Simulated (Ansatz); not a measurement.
## A constructed model of the (111) surface of fcc Rh, p(2x2) surface alloy, Y on one Rh site of the top plane (bottom of the slab: a bare face, its two planes held)

Method: PBE (plane waves to 420 eV, PAW; Ansatz, a quantum-chemistry and plane-wave program).

Model: 24-atom slab, 11.1 Å thick at the start, 8x8x1 mesh, Fermi-Dirac 0.1 eV, dipole correction, 8 atoms held, the rest relaxed; start symmetry kept, larger cells not searched; no spin, no spin-orbit, no U. It is one candidate, not shown to be the stable structure of the face.

```json
{
  "work_function_of_the_top_face": "3.49 eV",
  "energy_released_by_relaxation": "0.69 eV",
  "cost": "very roughly 9 core-minutes"
}
```
